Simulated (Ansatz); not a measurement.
Input:

```
CELL_PARAMETERS angstrom
      0.00000     3.06180     3.06180
      3.06180     0.00000     3.06180
      3.06180     3.06180     0.00000
ATOMIC_POSITIONS crystal
  Hg 0.00000 0.00000 0.00000
  Se 0.25000 0.25000 0.25000
```

No spin polarisation.

Computed with LDA in Ansatz (plane waves to 420 eV, PAW, without spin-orbit coupling). Γ-centred 9×9×9 mesh, Fermi–Dirac width 0.05 eV.

Problem. What pressure does the calculation give?

Solution. -1.6 GPa.

Problem. Estimate the band gap.

Solution. Zero.

A case with no gap was solved on a k-mesh chosen for an insulator, which is coarse for it. With Hg present, leaving out spin-orbit coupling can change the band edges. The cells carry an imposed strain or load. Stability against distortions was not tested. All final runs are without spin polarisation. The cell was made from HgSe in the zinc blende structure (space group F-43m, No. 216) by this change: isotropic strain +1.00 %. The zero or small gap of HgSe can change with the level of theory.

Ansatz is a quantum-chemistry and plane-wave program.
